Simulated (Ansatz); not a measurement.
## Sn: pressure series

The parent structure is Sn (space group I4_1/amd, No. 141).

```
Sn
1.0
   -2.91645     2.91645     1.57904
    2.91645    -2.91645     1.57904
    2.91645     2.91645    -1.57904
Sn
2
Direct
  0.75000   0.25000   0.50000
  0.00000   0.00000   0.00000
```

Cell and atoms are relaxed at each pressure.

Method: plane-wave PAW DFT at the PBEsol level (Ansatz, an electronic-structure program, 420 eV), spin-orbit coupling left out.

```csv
change,c/a ratio,volume per atom
base,0.541,26.86 Å³
pressure −2 GPa,0.541,27.95 Å³
pressure −1 GPa,0.541,27.38 Å³
pressure 1.8 GPa,0.542,26.07 Å³
pressure 4.2 GPa,0.542,25.19 Å³
pressure 9 GPa,0.541,23.83 Å³
pressure 18 GPa,0.541,22.04 Å³
pressure 30 GPa,0.540,20.41 Å³
pressure 45 GPa,0.540,19.00 Å³
pressure 60 GPa,0.539,17.96 Å³
```

Load acts through the strain it causes; cell and atoms are relaxed under it. Stability against distortions was not tested. Measured, Sn leaves this structure (for a body-centred tetragonal phase) near 8 GPa (temperature not stated; as listed in Olga Degtyareva, NATO science for peace and security series. B, Physics and biophysics (2010)).
